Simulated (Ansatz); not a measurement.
The reference is CdF₂ in the fluorite structure (space group Fm-3m, No. 225; a = 5.3840 Å).

All numbers come from DFT with PBEsol, PAW potentials and a 420 eV plane-wave cutoff in Ansatz (a program for electronic structure), no spin-orbit coupling.

Before the change:

| Item | Result |
|---|---|
| Gap character | indirect, W → Γ |
| Electron mass | 0.37 mₑ (at Γ) |
| Lattice parameter a | 5.384 Å |

Perturbation: cell and atoms relaxed at a pressure of 2.1 GPa.

Task: What does the calculation give for the mean gap deformation potential ΔEg/Δln V, gap character, electron mass and lattice parameter a after the change?

Result: The mean gap deformation potential ΔEg/Δln V is -3.5 eV; the gap character remains indirect, W → Γ; the electron mass goes from 0.37 mₑ (at Γ) to 0.38 mₑ (at Γ); the lattice parameter a falls by 0.033 Å (5.384 Å → 5.351 Å).

Load acts through the strain it causes; cell and atoms are relaxed under it. Masses are band curvatures over ±0.01 Å⁻¹ around the edge. Stability against distortions was not tested.
